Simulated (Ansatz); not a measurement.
The starting structures come from a database of crystals and need not be the phases stable at ambient conditions.

 Where the default PAW files enter, the runs use the earlier of Ansatz's two default sets.

Inside the gap of an insulator the Bloch states are evanescent, with a wavenumber k + iκ along the transport direction.

Given:

```xyz
10
Lattice="5.4411 0.0000 0.0000 0.1385 5.4394 0.0000 2.6513 -2.7197 3.7982" Properties=species:S:1:pos:R:3 pbc="T T T"
Ca     5.5104     2.7197     1.8991
Ca     2.7206     0.0000     1.8991
Ti     2.7898     2.7197     0.0000
Ti     0.0000     0.0000     0.0000
O      1.4641     4.0795     0.4459
O      6.7668    -1.3598     3.3523
O      5.1299     0.3193     1.8991
O      3.1011     2.4004     1.8991
O      4.0462    -1.3598     3.7982
O      4.1847     4.0795     0.0000
```

Space group of this cell: I4/mcm. The cell is taken as given; by PBEsol its mean pressure is -2.9 GPa.

Transport runs along the normal of the first two printed cell vectors, the (110) plane of the conventional cell.

The gap is the functional's own. No spin-orbit coupling. Mid-gap values are interpolated on the energy grid.

Problem. Give the band gap and the smallest decay constant κ at mid-gap that Ansatz (a first-principles code) with PBEsol yields.

Solution. Gap 2.32 eV on a 8×8×8 mesh; κ = 0.253 1/Å, at the zone centre.
